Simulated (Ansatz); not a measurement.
LaZnNO (model structure, started from the LaZnOP type, P4/nmm, No. 129, 8 atoms in the cell), treated with LDA (Ansatz, a first-principles code, PAW).

Numerical settings: plane-wave cutoff 520 eV, 10×10×4 k mesh (along the axes of the cell as run), Fermi–Dirac smearing 0.01 eV, scalar-relativistic PAW data made under PBE.

Cell (relaxed with PBEsol):

```xyz
8
Lattice="3.7568 0.0000 0.0000 0.0000 3.7568 0.0000 0.0000 0.0000 8.0660" Properties=species:S:1:pos:R:3 pbc="T T T"
La     0.0000     1.8784     6.7352
La     1.8784     0.0000     1.3307
Zn     0.0000     0.0000     4.0330
Zn     1.8784     1.8784     4.0330
N      1.8784     0.0000     5.0699
N      0.0000     1.8784     2.9960
O      1.8784     1.8784     0.0000
O      0.0000     0.0000     0.0000
```

### Question
Give the computed band gap and smallest direct gap on the k points sampled.

### Answer

band gap: 1.71 eV
smallest direct gap on the k points sampled: 1.75 eV

Note: the relaxation could raise the start's symmetry but not lower it, so the cell can be a saddle point; cell and atoms aren't relaxed at this level (largest force component 0.22 eV/Å, pressure -4.0 GPa).

Spin–orbit coupling is not included.

Computing time: about 18 core-seconds (a rough figure).

A model structure was made by putting elements into a prototype or built by hand; it is no filed structure, need not be a known phase, and can be a saddle point held by its symmetry.
